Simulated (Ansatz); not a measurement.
Results of PBE (plane waves, PAW; Ansatz, a program for electronic structure) for L1₂ (Cu3Au-type) Al3Sc.

Settings: plane-wave cutoff 500 eV, 14×14×14 k mesh, Fermi–Dirac smearing 0.1 eV, scalar-relativistic PAW data made under PBE.

Computed at the level's own relaxed cell.

Q: Predict the equilibrium volume per atom and lattice constant a.

A: 
- equilibrium volume per atom: 17.32 Å³/atom
- lattice constant a: 4.107 Å

Measured, for comparison: equilibrium volume per atom 17.27 Å³/atom, lattice constant a 4.103 Å (room temperature, no zero-point or thermal correction; as tabulated in A Combined Experimental and First-Principles Based Assessment of …). Computed (rounded) less measured: equilibrium volume per atom +0.3 %, lattice constant a +0.1 %.

Cost on a shared machine: around 40 core-seconds (rough).
